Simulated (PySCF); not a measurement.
PySCF 2.14.0, unrestricted HF/def2-svp, df: thiourea anion (NC(N)=S), charge -1, multiplicity 2, 8 atoms. The geometry is a generated start, not checked to be a minimum at this level.

```yaml
task: energy
method: hf
basis: def2-svp
two_electron_scheme: density fitting
mol.max_memory: 3000 MB
mf.max_cycle: 100
mf.diis_space: 8 (default)
mf.conv_tol: 1e-09 (default)
basis_functions: 80
```

```xyz
8

N      1.0090    -0.4981    -0.3754
C      0.1070     0.4246     0.0378
N     -1.1387    -0.0227     0.3309
S      0.4996     2.0170     0.1736
H      0.8471    -1.4802    -0.2147
H      1.9674    -0.1956    -0.4295
H     -1.4464    -0.9257     0.0059
H     -1.8450     0.6807     0.4715
```

Charge -1 and multiplicity 2 are set for this test and not shown to be the ground state.

With the defaults (mf.init_guess = minao, mf.diis = true, mf.diis_damp = 0, mf.damp = 0, mf.diis_start_cycle = 1, mf.level_shift = 0, mf.DIIS = CDIIS) it converges in 15 Fock builds. One run each on 2 threads, 1 BLAS thread, with these changes:
- mf.diis = false
- mf.init_guess = atom
- mf.init_guess = mod_huckel
- mf.init_guess = sap
- mf.level_shift = 0.1 Hartree
- mf.diis_damp = 0.3
- mf.DIIS = EDIIS
- mf.damp = 0.3, mf.diis_start_cycle = 4
- mf.init_guess = 1e

Question: Name the settings that don't reach the solution of the defaults.

Answer: All converge. Another solution: mf.init_guess = 1e (670 meV higher, <S²> 0.75 against 0.77); mf.init_guess = sap (670 meV higher, <S²> 0.75 against 0.77). The rest reach the solution of the defaults.

| setting | Fock builds | end |
|---|---|---|
| the defaults | 15 | same solution |
| mf.init_guess = mod_huckel | 15 | same solution |
| mf.init_guess = atom | 15 | same solution |
| mf.diis_damp = 0.3 | 16 | same solution |
| mf.damp = 0.3, mf.diis_start_cycle = 4 | 16 | same solution |
| mf.level_shift = 0.1 Hartree | 17 | same solution |
| mf.diis = false | 24 | same solution |
| mf.DIIS = EDIIS | 51 | same solution |
| mf.init_guess = sap | 24 | other solution, 670 meV higher, <S²> 0.75 against 0.77 |
| mf.init_guess = 1e | 35 | other solution, 670 meV higher, <S²> 0.75 against 0.77 |
